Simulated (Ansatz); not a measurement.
Functionals compared on a constructed model of the (100) surface of fcc Cu, a pseudomorphic layer of Al in the host's stacking (bottom of the slab: a bare face, its two planes held), in Ansatz (plane waves, PAW). The structure was relaxed with PBE; the other rows are single points on it. Cutoff 420 eV (500 eV for r2SCAN).

Model: 7-atom slab, 11.0 Å thick at the start, 15x15x1 mesh, Fermi-Dirac 0.1 eV, dipole correction, 2 atoms held, the rest relaxed; held to the start's symmetry, so lower structures may exist; no spin, no spin-orbit, no U. It is one candidate, not shown to be the stable structure of the face. These notes are the PBE run's.

```
functional  work function of the top face (eV)          rough cost of the single point
----------  ----------------------------------  --------------------------------------
PBE                                       4.48                                       –
RPBE                                         …  about 40 core-seconds (a rough figure)
r2SCAN                                    4.53            very roughly 80 core-seconds
```

Task: What belongs in the gaps?

Result: 
- RPBE, work function of the top face (eV): 4.40

Ansatz is a quantum-chemistry and plane-wave program.
